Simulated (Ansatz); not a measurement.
Convergence series on CdF₂ (Fm-3m, 3 atoms in the cell)

```yaml
crystal:
  lattice:
    - [0.00000, 2.64003, 2.64003]
    - [2.64003, 0.00000, 2.64003]
    - [2.64003, 2.64003, 0.00000]
  atoms:
    - { symbol: Cd, position: [0.00000, 0.00000, 0.00000] }
    - { symbol: F, position: [0.25000, 0.25000, 0.25000] }
    - { symbol: F, position: [0.75000, 0.75000, 0.75000] }
```

Method of the run: HSE06, default PAW files made with PBE (plane waves; Ansatz, a quantum-chemistry and plane-wave program).

The starting cell comes from a database of computed structures (which also holds hypothetical and non-ambient phases and stackings), without a prior relaxation at this level. Its lattice was rescaled by a random factor within 2.5 % of one. In the base run, with a pressure of about 10 GPa the cell is away from its equilibrium volume at this level. Ansatz's pressure includes its estimate of the finite-basis (Pulay) stress. Another mesh or the band path of this cell gives a smaller gap, so this value is not converged in the mesh.

Held fixed: basis.ecutwfc = 420 eV; hamiltonian.xc = hse06; hamiltonian.pseudopotentials = {kind: paw} (the program's default PAW files); scf.occupations.method = fixed.

ΔF is the free energy per atom less that of the last row (6 6 6).

The series runs over kpoints.mp_grid.grid = 2 2 2; 3 3 3; 4 4 4; 5 5 5; 6 6 6.

Q: From which setting on does the gap on the mesh stay within 0.05 eV of the last one?

A: Only the last setting itself: the one before it still differs by 0.069 eV, so the series does not show convergence to this tolerance.

Q: From which setting on does the energy stay within 0.5 meV/atom of the last one?

A: From kpoints.mp_grid.grid = 4 4 4 on; the one before it is off by 1.3 meV/atom.

| kpoints.mp_grid.grid | ΔF (meV/atom) | pressure (GPa) | gap on the mesh (eV) | k-points | iterations |
|---|---|---|---|---|---|
| 2 2 2 | 29.7 | 10.17 | 5.576 | 3 | 12 |
| 3 3 3 | 1.26 | 9.64 | 5.690 | 4 | 11 |
| 4 4 4 | 0.18 | 9.60 | 5.452 | 8 | 11 |
| 5 5 5 | -0.06 | 9.60 | 5.544 | 10 | 12 |
| 6 6 6 | 0.00 | 9.60 | 5.474 | 16 | 12 |

Gaps are taken between levels on the mesh.

Keys are those of Ansatz 0.2.
